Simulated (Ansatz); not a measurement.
## ZnS: uniaxial strain ε_yy = +2.46 %

Consider ZnS in the zinc blende structure (space group F-43m, No. 216; a = 5.3565 Å). Axes: x, y, z lie along the cube axes.

Perturbation: uniaxial strain ε_yy = +2.46 %, all other strain components held at zero, atoms relaxed at fixed cell.

Computed with plane-wave PAW DFT at the PBEsol level (Ansatz, a quantum-chemistry and plane-wave program, 420 eV), spin-orbit coupling left out. k-mesh 11×11×11 (Γ-centred); smearing 0.05 eV (Fermi–Dirac).

- Space group: I-4m2 (No. 119) (base F-43m (No. 216))
- Shortest interatomic distance: 233.9 pm (base 231.9 pm)
- Energy relative to the base (free energy F): +3.8 meV/atom
- Pressure (mean of the normal stresses, compression positive): -1.83 GPa (base 0.00 GPa)
- Band gap: 1.95 eV (base 2.09 eV)
- Gap character: direct at Γ (base direct at Γ)
- Electron mass: 0.16 mₑ (at Γ) (base 0.17 mₑ (at Γ))
- Valence-band top at Γ (three highest levels, from the VBM): 0.00, 0.00, -0.09 eV (base 0.00, 0.00, 0.00 eV)
- Valley order (the lowest conduction-band minima on the path, energy above the VBM, named in the base's zone): Γ 1.95 eV; L along [1-1-1] 3.15 eV; X along [001] 3.16 eV; X along [010] 3.28 eV (base Γ 2.09 eV; X along ⟨100⟩ 3.17 eV; L along ⟨111⟩ 3.24 eV)
- Stress (xx, yy, zz, yz, xz, xy; compression positive): (-1.47, -2.56, -1.47, 0.00, 0.00, 0.00) GPa

Cost of the whole job for the changed cell (relaxation, final SCF and bands): very roughly 19 core-seconds.

Effective masses come from finite differences of ±0.01 Å⁻¹. Stability against distortions was not tested. Labels are those of the standard path for the cell's own space group.
